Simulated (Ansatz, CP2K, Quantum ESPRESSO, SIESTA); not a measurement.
## One structure in several programs: Mg2Pd (I4/mmm, 3 atoms in the cell)

Self-consistent single point, at a second geometry (lattice scaled by 0.98). First geometry:

```
Mg2Pd
1.0
   -1.60804     1.60804     5.00282
    1.60804    -1.60804     5.00282
    1.60804     1.60804    -5.00282
Mg Pd
2 1
Direct
  0.64722   0.64722   0.00000
  0.35278   0.35278   0.00000
  0.00000   0.00000   0.00000
```

Shared settings, as Ansatz (a quantum-chemistry and plane-wave program) writes them: kpoints.mp_grid.grid = 12 12 12; scf.occupations.method = fermi_dirac; scf.occupations.width = 0.1 eV. Potentials and cutoffs stand in the table.

```csv
code,model,ΔF from the first geometry (meV/atom),pressure (GPa),largest force (eV/Å),cutoff
Ansatz,"LDA (PW92), PAW files made with PBE",3.7,3.38,0.091,default
SIESTA,"LDA PW92, numerical atomic orbitals DZP, PseudoDojo LDA standard norm-conserving potentials (rewritten from UPF to PSML)",11.0,4.80,0.071,grid 400 Ry
Quantum ESPRESSO,"LDA (PZ), GBRV 1.5 ultrasoft (LDA) pseudopotentials",3.7,3.38,0.093,40 Ry
CP2K,"LDA (Pade form), GPW, DZVP-MOLOPT-SR-GTH basis, GTH-PADE potentials (GTH_POTENTIALS)",5.3,3.76,0.225,grid 1000 Ry
```

On Ansatz's run: spin polarisation is off.

The spread over the programs that give each value: ΔF from the first geometry within 7.3 meV/atom; pressure within 1.42 GPa; largest force within 0.154 eV/Å.

SIESTA and CP2K use small atom-centred bases, whose incompleteness enters pressures, forces and empty levels differently from a plane-wave cutoff. Ansatz's pressure is given at a fixed set of plane waves, as the other plane-wave codes print theirs. The same LDA comes in different parametrisations, which differ slightly. In the pressure, SIESTA (by 1.42) lies more than 1 GPa from the median of the plane-wave programs.

The starting cell comes from a database of computed structures (which also holds hypothetical and non-ambient phases and stackings), without a prior relaxation at this level. Its lattice was rescaled by a random factor within 2.5 % of one. For this run, on top of that: lattice scaled by 0.98.

Keys are those of Ansatz 0.2.
